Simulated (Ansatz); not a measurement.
**Short convergence ladders for LaZn (P4mm, 2 atoms in the cell)**

```yaml
crystal:
  lattice:
    - [3.76749, 0.00000, 0.00000]
    - [0.00000, 3.76749, 0.00000]
    - [0.00000, 0.00000, 3.76749]
  atoms:
    - { symbol: La, position: [0.00000, 0.00000, 0.01327] }
    - { symbol: Zn, position: [0.50000, 0.50000, 0.50000] }
```

Base method: PBEsol, default PAW files made with PBE (plane waves; Ansatz, a quantum-chemistry and plane-wave program).

Base settings: basis.ecutwfc = 420 eV; kpoints.mp_grid.grid = 9 9 9; hamiltonian.xc = pbesol; hamiltonian.pseudopotentials = {kind: paw} (the program's default PAW files); scf.occupations.method = gaussian; scf.occupations.width = 0.1 eV.

The count of work is k-points × plane waves × bands × iterations; it is no time. 

**The cutoff for other potential files**

Level: DFT, PBEsol, plane waves, harder PAW files (source: ansatz) made with PBE.

In this ladder: hamiltonian.pseudopotentials = {kind: paw, source: ansatz}.

The second cell is the first with its lattice scaled by 0.98.

The mesh stays at the base's, so the ladder's end is converged at best in this setting alone.

The first pressure column holds Ansatz's estimate of the finite-basis (Pulay) stress, which hides part of the cutoff error; the other is without it.

Only quantities that move along the ladder and can be compared are tabulated.

```csv
basis.ecutwfc,free energy less the last step's (meV/atom),energy of the compressed cell less the first (meV/atom),pressure (GPa),pressure without the Pulay estimate (GPa),count of work / last
295 eV,13542.87,48.66,-2.84,-407.92,0.11
365 eV,2210.24,-7.10,-2.63,-88.62,0.15
460 eV,147.16,-12.20,-2.73,-11.12,0.21
560 eV,4.09,-13.85,-2.76,-3.14,0.27
660 eV,0.23,-13.89,-2.76,-2.77,0.37
790 eV,0.15,-13.90,-2.76,-2.77,0.47
990 eV,0.05,-13.90,-2.77,-2.77,0.66
1320 eV,0.00,-13.90,-2.77,-2.77,1.0
```

Coarsest basis.ecutwfc that holds the free energy within 0.5 meV/atom of the last step, with all finer ones: 660 eV, at 0.37 of the last step's count of work; the step before is off by 4.1 meV/atom.

Coarsest basis.ecutwfc that holds the pressure without the Pulay estimate within 1 GPa of the last step, with all finer ones: 560 eV, at 0.27 of the last step's count of work; the step before is off by 8.4 GPa.

Coarsest basis.ecutwfc that holds the pressure within 0.05 GPa of the last step, with all finer ones: 460 eV, at 0.21 of the last step's count of work; the step before is off by 0.13 GPa.

The energy difference between the two cells stays within 1 meV/atom of the last step's from 560 eV on, the total only from 660 eV on: much of the error is common to both cells and cancels.

At the lowest cutoff the pressure without the Pulay estimate lies 405 GPa under the last step's, the usual sign of Pulay stress in an incomplete plane-wave basis.

**The density cutoff**

The second cell is the first with its lattice scaled by 0.98.

The mesh stays at the base's, so the ladder's end is converged at best in this setting alone.

Only quantities that move along the ladder and can be compared are tabulated.

```tsv
basis.ecutrho_ratio	free energy less the last step's (meV/atom)	energy of the compressed cell less the first (meV/atom)	pressure (GPa)
2	-6.20	-13.76	-2.55
3	-0.09	-14.06	-2.77
4	0.00	-14.06	-2.78
5	0.00	-14.06	-2.78
6	0.00	-14.06	-2.78
8	0.00	-14.06	-2.78
10	0.00	-14.06	-2.78
12	0.00	-14.06	-2.78
16	0.00	-14.06	-2.78
```

Coarsest basis.ecutrho_ratio that holds the energy of the compressed cell less the first within 0.2 meV/atom of the last step, with all finer ones: 3; the step before is off by 0.30 meV/atom.

Coarsest basis.ecutrho_ratio that holds the pressure within 0.05 GPa of the last step, with all finer ones: 3; the step before is off by 0.23 GPa.

Coarsest basis.ecutrho_ratio that holds the free energy within 5 meV/atom of the last step, with all finer ones: 3; the step before is off by 6.2 meV/atom.

The energy difference between the two cells stays within 1 meV/atom of the last step's from 2 on, the total only from 3 on: much of the error is common to both cells and cancels.

**The relaxed cell against the cutoff**

On LaZn (Pm-3m, 2 atoms in the cell): atoms on their sites.

In this ladder: relax = cell and atoms.

The mesh stays at the base's, so the ladder's end is converged at best in this setting alone.

Only quantities that move along the ladder and can be compared are tabulated.

| basis.ecutwfc | relaxed volume (Å³/atom) | relaxation steps |
|---|---|---|
| 210 eV | 25.958 | 15 |
| 250 eV | 25.353 | 20 |
| 295 eV | 25.238 | 11 |
| 355 eV | 25.194 | 6 |
| 420 eV | 25.194 | 4 |
| 505 eV | 25.193 | 4 |
| 630 eV | 25.192 | 4 |
| 840 eV | 25.192 | 4 |

Coarsest basis.ecutwfc that holds the relaxed volume within 0.025 Å³/atom of the last step, with all finer ones: 355 eV; the step before is off by 0.046 Å³/atom.

At the lowest cutoff the cell relaxes to a volume 3.0 % larger than at the highest. Ansatz relaxes on a stress corrected for the finite basis.

On the base run: the starting cell comes from a database of computed structures (which also holds hypothetical and non-ambient phases and stackings), without a prior relaxation at this level. Its lattice was rescaled by up to half a per cent. One atom was moved a little off its site on purpose.

Keys are those of Ansatz 0.2.
